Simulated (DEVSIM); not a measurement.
# abrupt GaAs p-n junction

Structure: abrupt GaAs p-n junction, at 350 K.

```tsv
layer (left to right)	material	thickness (μm)	Nd (cm⁻³)	Na (cm⁻³)	τn (s)	τp (s)
1	GaAs	0.900	-	4.6e16	7.6e-9	7.6e-9
2	GaAs	20.0	2.2e14	-	7.6e-9	7.6e-9
```

Left contact: ohmic. Right contact: ohmic. Voltage is applied to the left contact. Recombination: SRH at mid-gap, radiative. Mobility is μmin + (μ − μmin)/(1 + (N/Nref)^α).

This is a model device: material constants are rounded textbook-type values typed into the input, and sizes, dopings and lifetimes were drawn at random. Values at 300 K; Nc and Nv go as T^1.5, mobilities as T to minus their exponent, the gap by Varshni's rule with the affinity fixed.

```tsv
parameter	GaAs
gap (eV)	1.424
affinity (eV)	4.07
permittivity	12.9
Nc (cm⁻³)	4.7e17
Nv (cm⁻³)	9e18
μn (cm²/Vs)	8500
μp (cm²/Vs)	400
μn,min	500
μp,min	20
Nref,n	6e16
Nref,p	1.5e17
αn	0.39
αp	0.38
T exponent of μn	2.1
T exponent of μp	2.2
B (cm³/s)	2e-10
Varshni α (eV/K)	0.000541
Varshni β (K)	204
```

Model (solved in DEVSIM): 1D drift-diffusion, Boltzmann statistics, complete ionisation; no tunnelling, impact ionisation, image-force lowering or self-heating.

| Quantity | Value |
|---|---|
| Potential step across the device at zero bias | 0.997 V |
| Largest field in the device at zero bias | 13000 V/cm |
| Dark forward voltage at 1 A/cm² | 0.845 V |
| Dark forward voltage at 100 A/cm² | 1.336 V |

Dark forward current:

| V (V) | J (A/cm²) |
|---|---|
| 0.05 | 6.6e-8 |
| 0.15 | 5.5e-7 |
| 0.25 | 3.3e-6 |
| 0.35 | 2.0e-5 |
| 0.45 | 0.00012 |
| 0.55 | 0.00088 |
| 0.65 | 0.0081 |
| 0.75 | 0.10 |
| 0.85 | 1.1 |
| 0.95 | 5.8 |
| 1.00 | 11 |
| 1.10 | 26 |
| 1.20 | 51 |
| 1.30 | 85 |
| 1.40 | 130 |
| 1.50 | 180 |
| 1.60 | 240 |
| 1.70 | 310 |
| 1.80 | 380 |
| 1.90 | 450 |

Dark reverse current:

```tsv
V (V)	J (A/cm²)
-0.10	-6.0e-8
-0.25	-1.2e-7
-0.50	-2.0e-7
-0.75	-2.7e-7
-1.00	-3.3e-7
-1.50	-4.4e-7
-2.00	-5.4e-7
-2.50	-6.3e-7
-3.25	-7.4e-7
-4.00	-8.5e-7
-5.00	-9.8e-7
```
